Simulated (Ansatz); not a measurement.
## Response to strain in BN

The parent structure is BN in the zinc blende structure (space group F-43m, No. 216).

```
BN
1.0
    0.00000     1.79027     1.79027
    1.79027     0.00000     1.79027
    1.79027     1.79027     0.00000
B N
1 1
Direct
  0.00000   0.00000   0.00000
  0.25000   0.25000   0.25000
```

Cartesian axes are those of the cell as printed.

Strains are applied to the cell and any free atomic positions relax.

Level of theory: LDA, PAW, 420 eV (Ansatz, a program for electronic structure; spin-orbit coupling left out).

Notes on the quantities. energy relative to the base: free energy F; pressure: mean of the normal stresses, compression positive.

| case | energy relative to the base | pressure | band gap | smallest direct gap |
|---|---|---|---|---|
| base | 0 meV/atom | -0.1 kbar | 4.39 eV | 8.83 eV |
| uniaxial strain ε_zz = −3.00 % | +14 meV/atom | 129.2 kbar | 3.86 eV | 8.64 eV |
| uniaxial strain ε_zz = −2.50 % | +9.4 meV/atom | 106.4 kbar | 3.95 eV | 8.67 eV |
| uniaxial strain ε_zz = −2.00 % | +6.0 meV/atom | 84.1 kbar | 4.04 eV | 8.70 eV |
| uniaxial strain ε_zz = −1.00 % | +1.5 meV/atom | 41.1 kbar | 4.22 eV | 8.76 eV |
| uniaxial strain ε_zz = −0.50 % | +0.4 meV/atom | 20.3 kbar | 4.30 eV | 8.80 eV |
| uniaxial strain ε_zz = +0.50 % | +0.4 meV/atom | -19.9 kbar | 4.34 eV | 8.78 eV |
| uniaxial strain ε_zz = +1.50 % | +3.3 meV/atom | -58.3 kbar | 4.24 eV | 8.68 eV |
| uniaxial strain ε_zz = +2.50 % | +9.1 meV/atom | -95.0 kbar | 4.14 eV | 8.58 eV |
| uniaxial strain ε_zz = +3.00 % | +13 meV/atom | -112.7 kbar | 4.09 eV | 8.53 eV |

No phonon test of stability was made.
